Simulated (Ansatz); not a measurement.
Consider HgSe in the zinc blende structure (space group F-43m, No. 216; a = 6.133 Å). Axes: x, y, z lie along the cube axes.

Computed with PBEsol, PAW, 420 eV (Ansatz, a program for electronic structure; no spin-orbit coupling).

For the base:

| Quantity | Value |
|---|---|
| Pressure | 0.0 GPa |
| Band gap | zero |
| Shortest interatomic distance | 2.656 Å |

Now apply this change: the cell is stretched by 1.50 % along z with no lateral relaxation; the atoms relax in the strained cell.

Problem. Predict the new energy relative to the base, pressure, band gap and shortest interatomic distance.

Solution. The energy goes up by 1.2 meV/atom; the pressure (mean of the normal stresses, compression positive) goes from zero to -0.7 GPa; the band gap is still zero; the shortest interatomic distance rises by 0.013 Å (2.656 Å → 2.669 Å).

The mesh was chosen for an insulator and is coarse for the gapless case. Spin-orbit coupling, missing from the scalar runs, can matter with Hg. Stability against distortions was not tested. The final runs are not spin-polarised. The zero or small gap of HgSe can change with the level of theory.
